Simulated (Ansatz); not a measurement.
Here is the system:

```yaml
crystal:
  lattice:
    - [2.52576, 0.00000, 0.00000]
    - [-1.26288, 2.20057, 0.00000]
    - [0.00000, 0.00000, 4.20330]
  atoms:
    - { symbol: B, position: [0.33332, 0.66663, 0.00032] }
    - { symbol: B, position: [0.66668, 0.33337, 0.50032] }
    - { symbol: N, position: [0.33362, 0.66723, 0.37468] }
    - { symbol: N, position: [0.66638, 0.33277, 0.87468] }
```

No spin polarisation.

The values are results of Ansatz (an electronic-structure program), PBEsol, PAW, cutoff 420 eV, no SOC, not measurements. Γ-centred 15×15×8 mesh, Fermi–Dirac width 0.05 eV.

Q: Predict the smallest direct gap.

A: 8.24 eV.

Q: What is the computed valence-band top at Γ (three highest levels, from the VBM)?

A: 0.00, -0.05, -0.33 eV.

Q: What is the computed band gap?

A: 4.91 eV.

Q: Predict the pressure (mean of the normal stresses, compression positive).

A: 2.34 GPa.

The cells carry an imposed strain or load. Stability against distortions was not tested. The cell was made from BN in the wurtzite structure (space group P6_3mc, No. 186) by this change: uniaxial strain ε_xx = −0.60 %.
